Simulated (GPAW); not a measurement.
Converging the k-point mesh at a smearing width of 0.02 eV: Cs (Im-3m, 1 atom in the cell)

```
Cs
1.0
   -3.03475     3.03475     3.03475
    3.03475    -3.03475     3.03475
    3.03475     3.03475    -3.03475
Cs
1
Direct
  0.00000   0.00000   0.00000
```

Method: PBEsol, GPAW PAW datasets PBEsol (made by gpaw-setup) (plane waves; GPAW).

Base settings: mode = pw; ecut = 550 eV; xc = PBEsol; kpts = 5 5 5; mesh shift (steps) = 0 0 0; occupations.name = methfessel-paxton; occupations.width = 0.1 eV; occupations.order = 0; nbands = -9; symmetry.symmorphic = false.

In this ladder: occupations.width = 0.02 eV.

Only quantities that move along the ladder and can be compared are tabulated.

The count of work is k-points × plane waves × bands × iterations; it is no time. 

The starting cell has typed, rounded lattice constants, without a prior relaxation at this level. Its lattice was rescaled by up to half a per cent.

Steps (kpts): 3 3 3; 4 4 4; 5 5 5; 6 6 6; 7 7 7; 9 9 9; 10 10 10; 12 12 12; 15 15 15; 18 18 18.

### Question
What is the coarsest kpts that holds the free energy within 5 meV/atom of the last step, with all finer ones?

### Answer
7 7 7, at 0.10 of the last step's count of work; the step before is off by 17 meV/atom.

### Question
What is the coarsest kpts that holds the pressure within 0.05 GPa of the last step, with all finer ones?

### Answer
4 4 4, at 0.044 of the last step's count of work; the step before is off by 0.08 GPa.

```tsv
kpts	free energy less the last step's (meV/atom)	pressure (GPa)	count of work / last
3 3 3	-75.08	-0.13	0.021
4 4 4	63.01	-0.04	0.044
5 5 5	-3.20	-0.07	0.055
6 6 6	17.35	-0.05	0.082
7 7 7	-1.85	-0.05	0.10
9 9 9	-1.96	-0.05	0.18
10 10 10	4.54	-0.06	0.24
12 12 12	2.59	-0.05	0.37
15 15 15	-0.75	-0.06	0.62
18 18 18	0.00	-0.05	1.0
```
